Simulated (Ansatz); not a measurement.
Results of LDA in Ansatz (PAW) for YC6 (model structure, started from the CaC6 type, R-3m, No. 166, 7 atoms in the cell).

Run with plane-wave cutoff 520 eV, 16×16×16 k mesh, Fermi–Dirac smearing 0.05 eV, scalar-relativistic PAW data made under PBE.

Cell (relaxed at this level):

```cif
data_C18Y3
_chemical_formula_sum 'Y3 C18'
_space_group_name_H-M_alt 'R-3m :H'
_space_group_IT_number 166
_space_group_name_Hall '-R 3 2"'
_cell_length_a 4.30182
_cell_length_b 4.30182
_cell_length_c 12.94026
_cell_angle_alpha 90.000
_cell_angle_beta 90.000
_cell_angle_gamma 120.000
loop_
_atom_site_label
_atom_site_type_symbol
_atom_site_symmetry_multiplicity
_atom_site_Wyckoff_symbol
_atom_site_fract_x
_atom_site_fract_y
_atom_site_fract_z
_atom_site_occupancy
Y1 Y 3 a 0.00000 0.00000 0.00000 1
C1 C 18 g 0.33350 0.33350 0.50000 1
```
(The calculation used a cell of 7 atoms; values per cell refer to that cell.)

Q: Give the computed bulk modulus B0.

A: 
- bulk modulus B0: 174 GPa

The run finds no gap.

Note: the bulk modulus is −V dP/dV from two relaxed cells at ±2 % in volume; the relaxation could raise the start's symmetry but not lower it, so the cell can be a saddle point.

Static lattice: no zero-point or thermal effects.

A model structure was made by putting elements into a prototype or built by hand; it is no filed structure, need not be a known phase, and can be a saddle point held by its symmetry.

Ansatz is a first-principles code.
